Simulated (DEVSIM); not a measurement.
Device: W/Al2O3/p-Si capacitor, at 300 K.

Layer 1 from the left is Al2O3, thickness (nm) 17.0. Layer 2 from the left is Si, thickness (nm) 6800, Na (cm⁻³) 7.1e15.

Metal gate on the left, work function 4.6 eV. Fixed charge at the semiconductor interface 2.2e12 cm⁻² (in units of +e); no interface traps.

This is a model device: material constants are rounded textbook-type values typed into the input, and sizes, dopings and lifetimes were drawn at random. Values at 300 K.

Al2O3: gap (eV) 6.8, affinity (eV) 1.35, permittivity 9. Si: gap (eV) 1.124, affinity (eV) 4.05, permittivity 11.7, Nc (cm⁻³) 2.86e19, Nv (cm⁻³) 3.1e19.

Q: Estimate by hand the flat-band voltage, the threshold voltage, and compare with a numerical solution.

A: 
- Flat-band voltage: C = 0.469 μF/cm², work-function difference -0.357 V; VFB = φms − qNf/C = -1.11 V; numerical -1.11 V.
- Threshold voltage: φF = 0.346 V, depletion charge √(4εqNφF) = 4.04e-8 C/cm²; VT = VFB + 2φF + Qd/C = -0.33 V; numerical -0.33 V.

DEVSIM, 1D Poisson equation in equilibrium, Boltzmann statistics, complete ionisation; no quantum confinement or tunnelling. Metal contacts follow the ideal Schottky-Mott rule: no Fermi-level pinning, no interface dipoles.
